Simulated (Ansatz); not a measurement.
Input:

Host crystal: zinc-blende InP, with a band gap (PBE, scalar-relativistic without spin-orbit coupling).

End structure of NH3 on the 1x1 (110) surface of zinc-blende InP (cut with top plane In + P), one in a 2x1 cell, started at the site 'top P':

```
CELL_PARAMETERS angstrom
      8.42871     0.00000     0.00000
      0.00000     5.96000     0.00000
      0.00000     0.00000    27.50000
ATOMIC_POSITIONS crystal
  In 0.25000 0.55028 0.36260
  In 0.75000 0.55028 0.36260
  P  0.00000 0.76054 0.33871
  P  0.50000 0.76054 0.33871
  In 0.00000 0.97719 0.42064
  In 0.50000 0.97719 0.42064
  P  0.25000 0.22817 0.42353
  P  0.75000 0.22817 0.42353
  In 0.24971 0.48355 0.49973
  In 0.74950 0.47902 0.50047
  P  0.99859 0.73489 0.49990
  P  0.50063 0.73516 0.49995
  In 0.00130 0.97558 0.57896
  In 0.49737 0.97564 0.57910
  P  0.24934 0.22878 0.57494
  P  0.74935 0.22841 0.57765
  In 0.24898 0.51724 0.64372
  In 0.74909 0.55466 0.63814
  P  0.00250 0.75851 0.66098
  P  0.49568 0.75816 0.66109
  N  0.24879 0.23315 0.70474
  H  0.34626 0.13049 0.70048
  H  0.24837 0.29070 0.73975
  H  0.15166 0.12989 0.70035
```

Set-up: 24 atoms, 8.9 Å thick at the start under the adsorbate (thin: gaps and levels are the slab's own); mesh 3x4x1; 0.01 eV smearing; dipole correction on; single point; no symmetry held, on the structure that PBE left; no spin, no spin-orbit, no U, no dispersion correction. At the end it is bonded to In. In PBE it is, or lies within 0.03 eV of, the lowest of the starts that converged; the order may differ at this level.

A negative adsorption energy means that the adsorbate is more stable on the surface than in its reference.

Question: What adsorption energy against NH3(g) at the same level does r2SCAN, at the PBE geometry (Ansatz, a first-principles code) give?

Answer: -1.10 eV

Question: Estimate the change of the step from the bottom to the top vacuum level, against the clean slab that r2SCAN, at the PBE geometry returns for this input.

Answer: -1.25 eV
